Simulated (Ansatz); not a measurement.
In₂Si₂O₇ (Fd-3m, No. 227, 22 atoms in the cell; start mp-19784) was calculated with r²SCAN (PAW; Ansatz, a program for electronic structure).

The input as run:

Ansatz 0.2 input:
```yaml
crystal:
  lattice:
    - [0.0, 4.7235628793, 4.7235628793]
    - [4.7235628793, 0.0, 4.7235628793]
    - [4.7235628793, 4.7235628793, 0.0]
  atoms:
    - { symbol: In, position: [0.125, 0.125, 0.125] }
    - { symbol: In, position: [0.625, 0.125, 0.125] }
    - { symbol: In, position: [0.125, 0.125, 0.625] }
    - { symbol: In, position: [0.125, 0.625, 0.125] }
    - { symbol: Si, position: [0.625, 0.625, 0.625] }
    - { symbol: Si, position: [0.125, 0.625, 0.625] }
    - { symbol: Si, position: [0.625, 0.625, 0.125] }
    - { symbol: Si, position: [0.625, 0.125, 0.625] }
    - { symbol: O, position: [0.6964194784, 0.6964194784, 0.3035805216] }
    - { symbol: O, position: [0.9464194784, 0.9464194784, 0.5535805216] }
    - { symbol: O, position: [0.3035805216, 0.3035805216, 0.6964194784] }
    - { symbol: O, position: [0.5535805216, 0.5535805216, 0.9464194784] }
    - { symbol: O, position: [0.3035805216, 0.6964194784, 0.6964194784] }
    - { symbol: O, position: [0.5535805216, 0.9464194784, 0.9464194784] }
    - { symbol: O, position: [0.6964194784, 0.3035805216, 0.3035805216] }
    - { symbol: O, position: [0.9464194784, 0.5535805216, 0.5535805216] }
    - { symbol: O, position: [0.6964194784, 0.3035805216, 0.6964194784] }
    - { symbol: O, position: [0.9464194784, 0.5535805216, 0.9464194784] }
    - { symbol: O, position: [0.3035805216, 0.6964194784, 0.3035805216] }
    - { symbol: O, position: [0.5535805216, 0.9464194784, 0.5535805216] }
    - { symbol: O, position: [0.0, 0.0, 0.0] }
    - { symbol: O, position: [0.25, 0.25, 0.25] }
basis:
  ecutwfc: 560
  ecutrho_ratio: 4
  xc_grid: 3
kpoints:
  mp_grid: { grid: [6, 6, 6] }
  band_path:
    path:
      - [0.0, 0.0, 0.0]
      - [0.083333, 0.0, 0.083333]
      - [0.166667, 0.0, 0.166667]
      - [0.25, 0.0, 0.25]
      - [0.333333, 0.0, 0.333333]
      - [0.416667, 0.0, 0.416667]
      - [0.5, 0.0, 0.5]
      - [0.625, 0.25, 0.625]
      - [0.375, 0.375, 0.75]
      - [0.3125, 0.3125, 0.625]
      - [0.25, 0.25, 0.5]
      - [0.1875, 0.1875, 0.375]
      - [0.125, 0.125, 0.25]
      - [0.0625, 0.0625, 0.125]
      - [0.1, 0.1, 0.1]
      - [0.2, 0.2, 0.2]
      - [0.3, 0.3, 0.3]
      - [0.4, 0.4, 0.4]
      - [0.5, 0.5, 0.5]
      - [0.5, 0.4375, 0.5625]
      - [0.5, 0.375, 0.625]
      - [0.5, 0.3125, 0.6875]
      - [0.5, 0.25, 0.75]
      - [0.5, 0.125, 0.625]
    npoints: 1
hamiltonian:
  xc: r2scan
  dispersion: none
  pseudopotentials: { kind: paw }
scf:
  occupations: { method: fermi_dirac, width: 0.01 }
  convergence: { dr2_threshold: 0.0000000022 }
output:
  forces: true
  stress: true
  eigenvalues: true
  write_bands: true
```

The run printed, among other lines:

```
Crystal: 22 atoms, lattice volume = 210.785 Å³
Basis set: ecut = 560 eV, 6375 PW (Γ), exchange–correlation on 162×162×162 points (27 copies of the dense FFT grid, shifted against one another)
Bands: 98, of which v1, the nominal top of the filled ones, is band 76 counted from 1 (75 counted from 0)
Symmetry: 48 space group operations
Space group: Fd-3m (ITA 227), of the structure as read, at distance tolerance 6.0e-5 Å
k-points: 16 of 216
Functional: x = r2scan, c = r2scan; τ floored in thin density (d = 2e-4 eV/Å³)
SCF iter   1: F=—  HF=-32979.301099 eV  |F-HF|=—  |Δ(HF+E_count)|=         —  Δρ=1.26e-2  dr2=2.66e-1  dr2_τ=1.29e0
SCF iter   2: F=—  HF=-32980.094077 eV  |F-HF|=—  |Δ(HF+E_count)|=   7.93e-1  Δρ=7.42e-3  dr2=7.78e-2  dr2_τ=3.81e-3
  ...
SCF iter   8: F=—  HF=-32980.084755 eV  |F-HF|=—  |Δ(HF+E_count)|=   2.48e-8  Δρ=2.57e-6  dr2=1.39e-8  dr2_τ=6.32e-10
SCF iter   9: F=-32980.084755 eV  HF=-32980.084755 eV  |F-HF|=2.91e-11  |Δ(HF+E_count)|=   3.30e-9  Δρ=4.09e-7  dr2=2.69e-10  dr2_τ=2.79e-11
SCF 1 converged in 9 iterations: F = -32980.084755 eV  dr2 = 2.69e-10
SCF converged after 9 iterations
Free energy (F): -32980.084755 eV
  ...
E sigma→0 (E₀):  -32980.084755 eV
Fermi energy:    11.519869 eV
--- Forces (eV/Å), atoms counted from 1 ---
  atom   1  In     0.00000000    -0.00000000    -0.00000000
  atom   2  In     0.00000000     0.00000000     0.00000000
  atom   3  In     0.00000000    -0.00000000     0.00000000
  atom   4  In     0.00000000     0.00000000    -0.00000000
  atom   5  Si     0.00000000    -0.00000000    -0.00000000
  atom   6  Si    -0.00000000     0.00000000    -0.00000000
  atom   7  Si    -0.00000000    -0.00000000     0.00000000
  atom   8  Si     0.00000000    -0.00000000    -0.00000000
  atom   9  O      0.00000000    -0.00000000    -0.08114235
  atom  10  O     -0.00000000    -0.00000000    -0.08114235
  atom  11  O      0.00000000     0.00000000     0.08114235
  atom  12  O     -0.00000000    -0.00000000     0.08114235
  atom  13  O     -0.08114235    -0.00000000    -0.00000000
  atom  14  O     -0.08114235    -0.00000000     0.00000000
  atom  15  O      0.08114235     0.00000000    -0.00000000
  atom  16  O      0.08114235     0.00000000     0.00000000
  atom  17  O      0.00000000    -0.08114235     0.00000000
  atom  18  O      0.00000000    -0.08114235    -0.00000000
  atom  19  O     -0.00000000     0.08114235     0.00000000
  atom  20  O     -0.00000000     0.08114235    -0.00000000
  atom  21  O     -0.00000000     0.00000000    -0.00000000
  atom  22  O     -0.00000000     0.00000000    -0.00000000
--- Stress (GPa, compression-positive) ---
       -1.355968      -0.000000       0.000000
       -0.000000      -1.355968      -0.000000
        0.000000      -0.000000      -1.355968
  P = ⅓ Tr σ = -1.3560 GPa (-13.560 kbar)
```

The PAW data were made under PBE.

Note: cell and atoms aren't relaxed at this level (largest force component 0.08 eV/Å, pressure -1.4 GPa).

Cost on a shared machine: very roughly 90 core-seconds.

A start named mp-… is a Materials Project structure, which need not be a measured phase.
